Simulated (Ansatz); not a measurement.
Sb on a cation site across 3 hosts. Calculation: PBE, PAW (plane waves to 420 eV; Ansatz, an electronic-structure program). Charged cells are image-corrected; levels hold to tenths of an eV, spin–orbit coupling is left out, only levels at least 0.1 eV inside the gap count (those within 0.2 eV of an edge may still be shallow), and each defect is the lowest state found from one start.

| host | site at the start | sites, k-points | gap (eV) | localised charge states | levels above the VBM (eV) |
|---|---|---|---|---|---|
| ferroelectric LiNbO3 | the Nb site | 120, 2×2×2 Γ-centred | 3.53 | 0, −1 | (0/−1) 3.14 |
| 3C silicon carbide | the Si site | 64, 2×2×2 shifted | 1.37 | +1 | none; +1 throughout |
| alpha quartz | the Si site | 72, 2×2×2 Γ-centred | 5.68 | +1, 0, −1 | (+1/0) 2.17; (0/−1) 2.86 |

The lowest level as a share of the gap: alpha quartz: 2.17 / 5.68 = 0.38; ferroelectric LiNbO3: 3.14 / 3.53 = 0.89. No level in 3C silicon carbide.
